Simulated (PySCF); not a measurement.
PySCF 2.14.0, HF/def2-svpd, df: Hf(O)(F)(NH2) ([NH2][Hf](=[O])[F]), 6 atoms. The geometry is a generated start, not checked to be a minimum at this level.

| Quantity | Value |
|---|---|
| task | energy |
| method | hf |
| basis | def2-svpd |
| two-electron scheme | density fitting |
| mol.max_memory | 3000 MB |
| mf.max_cycle | 100 |
| mf.init_guess | minao (default) |
| mf.DIIS | CDIIS (default) |
| mf.diis_space | 8 (default) |
| mf.conv_tol | 1e-09 (default) |
| effective core potentials | those of the basis set, past Kr |
| basis functions | 117 |

```xyz
6

Hf    -0.5299     0.3140    -0.6206
O     -1.8314    -0.8452    -0.8508
F     -0.7344     1.8893    -1.6060
N      0.7627    -0.2823     0.7811
H      1.6665     0.1047     1.0484
H      0.6665    -1.1805     1.2479
```

Charge 0 and multiplicity 1 are set for this test and not shown to be the ground state.

One run each on 2 threads, 1 BLAS thread. Values of level_shift (Hartree) tried: 0 (default), 0.1, 0.3, 1.

Which value of level_shift (Hartree) needs the fewest Fock builds, and what happens away from it?

Fewest Fock builds, within one of each other: 0 (default) with 15, 0.1 with 15. The count rises to 31 at 1. All converge to one solution.

```tsv
level_shift (Hartree)	Fock builds	end
0 (default)	15	same solution
0.1	15	same solution
0.3	18	same solution
1	31	same solution
```
